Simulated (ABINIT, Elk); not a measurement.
An ABINIT input for a self-consistent single point of Te₂Mo (P6_3/mmc, 6 atoms in the cell) (DFT, PBE, plane waves, norm-conserving pseudopotentials (PseudoDojo nc-sr-05 PBE standard)):

```
# Te2Mo, PseudoDojo nc-sr-05 PBE standard
pp_dirpath "./"
pseudos "Te.upf, Mo.upf"
acell 3*1.0
rprim
         6.6161417932    0.0000002363    0.0000000000
        -3.3080711013    5.7297467498    0.0000000000
         0.0000000000    0.0000000000   27.1792788950
natom 6
ntypat 2
znucl 52 42
typat 1 1 1 1 2 2
xred
         0.3333333333    0.6666666667    0.6278200000
         0.6666666667    0.3333333333    0.3721800000
         0.6666666667    0.3333333333    0.1278200000
         0.3333333333    0.6666666667    0.8721800000
         0.3333333333    0.6666666667    0.2500000000
         0.6666666667    0.3333333333    0.7500000000
ecut 41 Ha
occopt 1
nband 48
kptopt 1
ngkpt 6 6 2
nshiftk 1
shiftk 0 0 0
nstep 80
tolvrs 1.0e-10
diemac 12
prtwf 0
prtden 0
```

Task: Give the Elk input for the same structure, mesh, smearing and functional.

Result: One input that does it (others would too):

```
tasks
  0

xctype
  20

rgkmax
  7.0

stype
  0

swidth
  0.0001

scale
  1.889726125

avec
    3.5011114610    0.0000001251    0.0000000000
   -1.7505558388    3.0320514042    0.0000000000
    0.0000000000    0.0000000000   14.3826550000

sppath
  './'

atoms
  2   : nspecies
  'Te.in'   : spfname
  4   : natoms; atposl, bfcmt below
  0.3333333333  0.6666666667  0.6278200000    0.0 0.0 0.0
  0.6666666667  0.3333333333  0.3721800000    0.0 0.0 0.0
  0.6666666667  0.3333333333  0.1278200000    0.0 0.0 0.0
  0.3333333333  0.6666666667  0.8721800000    0.0 0.0 0.0
  'Mo.in'   : spfname
  2   : natoms; atposl, bfcmt below
  0.3333333333  0.6666666667  0.2500000000    0.0 0.0 0.0
  0.6666666667  0.3333333333  0.7500000000    0.0 0.0 0.0

ngridk
  6 6 2
```

Basis, cutoffs, solver keys and any potentials are the target program's own. This input uses DFT, PBE, all-electron FP-LAPW, Elk's shipped species files, default APW+lo basis.

The starting cell comes from a database of computed structures (which also holds hypothetical and non-ambient phases and stackings), without a prior relaxation at this level. Its lattice was rescaled by a random factor within 2.5 % of one.
